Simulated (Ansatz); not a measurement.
Cost and result by functional for the surface energy of the (31-40) surface of hcp Lu in its 1x1 cell, outermost plane spacing 0.56 Å in the ideal cut, in Ansatz (plane waves, PAW). Single points on the PBE structure, on one kind of machine; costs are rough ratios of the slab run's core time (references not counted) to the cheapest single point. r2SCAN's cost holds its higher cutoff (500 against 420 eV). Differences are taken against r2SCAN for comparison alone: no measured value is at hand, so the table doesn't rank accuracy.

Set-up: 26 atoms, 10.7 Å thick at the start; mesh 7x3x1; 0.1 eV smearing; dipole correction on; all atoms relaxed; symmetry of the start imposed; no spin, no spin-orbit, no U. These notes are the PBE run's.

```tsv
functional	relative cost	surface energy (J/m²)	less r2SCAN (J/m²)
PBEsol	1	1.25	0.02
RPBE	1	1.02	-0.21
LDA	1	1.31	0.08
r2SCAN	1	1.23	0.00
PBE (the relaxed run's value)	–	1.13	-0.10
```

The values span 0.28 J/m², while the single points' costs differ by a factor of roughly 1. Differences are of unrounded values.

Ansatz is a quantum-chemistry and plane-wave program.
